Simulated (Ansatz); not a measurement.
The starting structures come from a database of crystals and need not be the phases stable at ambient conditions.

**Evanescent states of AlTlSe$_{2}$ (I4/mcm, not sure to be the ambient phase, 8 atoms a cell, 25.6 Å³ an atom) along the normal of (100)**

Calculation: PBEsol (plane waves, PAW; Ansatz, a quantum-chemistry and plane-wave program).

The gap is the functional's own. No spin-orbit coupling. Mid-gap values are interpolated on the energy grid.

Energies count from the valence-band top; κ is the least over a 6×4 mesh across the current.

```tsv
E (eV)	κ (1/Å)	where
0.03	0.049	off Γ
0.07	0.079	off Γ
0.12	0.099	off Γ
0.17	0.115	off Γ
0.23	0.109	Γ
0.28	0.090	Γ
0.33	0.064	Γ
0.38	0.009	Γ
```

### Question
How thick must the barrier be to attenuate the transmission by 10^8 when the electrodes' Fermi level lies at 0.28 eV, and what attenuation does that film give at 0.17 eV?

### Answer
d = 8 ln 10 / (2 × 0.090) = 102.3 Å. At 0.17 eV it gives 8 × 0.115/0.090 = 10.2 decades.
